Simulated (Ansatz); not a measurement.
**Pressure series in MgS**

Take MgS in the rock salt structure (space group Fm-3m, No. 225) as the base.

```
MgS
1.0
    0.00000     2.59098     2.59098
    2.59098     0.00000     2.59098
    2.59098     2.59098     0.00000
S Mg
1 1
Direct
  0.00000   0.00000   0.00000
  0.50000   0.50000   0.50000
```

Cell and atoms are relaxed at each pressure.

Method: Kohn–Sham DFT with the PBEsol functional, run in Ansatz (a first-principles code) with PAW and 420 eV plane waves, no spin-orbit coupling.

| pressure (GPa) | volume per atom (Å³/atom) |
|---|---|
| -2 | 17.870 |
| -1 | 17.623 |
| 0 | 17.394 |
| 0.3 | ? |
| 0.7 | 17.241 |
| 1.5 | 17.075 |
| 3 | 16.783 |
| 5 | 16.429 |
| 7.5 | 16.033 |

Problem. Fit the third-order Birch–Murnaghan form P(V) = (3B₀/2)[(V₀/V)^(7/3) − (V₀/V)^(5/3)]·[1 + (3/4)(B₀′ − 4)((V₀/V)^(2/3) − 1)] (squares taken in P) to the rows shown and predict the withheld row.

Solution. Least squares on the printed values gives V₀ = 17.393 Å³/atom, B₀ = 78.2 GPa, B₀′ = 4.0; this predicts 17.327 Å³/atom, and the run gives 17.328 Å³/atom, in agreement.

Measured bulk modulus of MgS: 81 GPa (static lattice; corrected from measurement; as listed in Tamar Goldzak et al., The Journal of Chemical Physics (2022)); the computed value is 4 % below it.

Load acts through the strain it causes; cell and atoms are relaxed under it. No phonon test of stability was made. Competing high-pressure phases were not computed.
